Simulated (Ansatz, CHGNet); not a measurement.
Lattice constant a (Å) of solids drawn from the class of intermetallic compounds, at two levels: the machine-learned potential CHGNet-r²SCAN (trained on r²SCAN data), and PBE (Ansatz, a quantum-chemistry and plane-wave program, PAW).

| solid | CHGNet-r²SCAN | PBE |
|---|---|---|
| L1₂ (Cu3Au-type) Al₃Sc | 4.087 | 4.106 |
| B20 (FeSi-type) FeGe | 4.784 | ? |
| CsCl-type CuZn | 2.922 | 2.964 |
| L1₂ (Cu3Au-type) Ni₃Fe | 3.510 | 3.544 |
| CsCl-type RuAl | 2.983 | 3.004 |
| L1₂ (Cu3Au-type) Ni₃Al | 3.524 | 3.567 |
| CsCl-type PdIn | 3.271 | 3.306 |
| fluorite PtAl₂ | 5.900 | ? |
| L1₂ (Cu3Au-type) Pt₃Ti | 3.925 | 3.948 |
| fluorite AuAl₂ | 6.001 | 6.061 |

### Question
Estimate the withheld PBE values from the other rows.

### Answer
One way: carry over the typical ratio. The ratios PBE / CHGNet-r²SCAN of the other rows, in order: 1.0046, 1.0059, 1.0070, 1.0097, 1.0100, 1.0107, 1.0122, 1.0144; median 1.00985. B20 (FeSi-type) FeGe: 4.784 × 1.00985 = 4.831 Å; the run gives 4.664 Å. Fluorite PtAl₂: 5.900 × 1.00985 = 5.958 Å; the run gives 5.946 Å. The ratios spread from 1.0046 to 1.0144, so such an estimate is rough. B20 (FeSi-type) FeGe lies outside that spread.

Over all 10 rows PBE is the larger in 9.

Ansatz's runs of these crystals have no spin polarisation, but for B20 (FeSi-type) FeGe, L1₂ (Cu3Au-type) Ni3Fe, L1₂ (Cu3Au-type) Ni3Al.

Density-functional runs with spin start from parallel moments for B20 (FeSi-type) FeGe, parallel moments for L1₂ (Cu3Au-type) Ni3Fe, parallel moments for L1₂ (Cu3Au-type) Ni3Al.

Spin–orbit coupling is left out, also for the solids with elements from indium on (CsCl-type PdIn, fluorite PtAl2, L1₂ (Cu3Au-type) Pt3Ti, fluorite AuAl2); its size isn't shown.

Ansatz's density-functional and Hartree–Fock values are scalar-relativistic unless marked +SOC, with PAW data made under PBE.
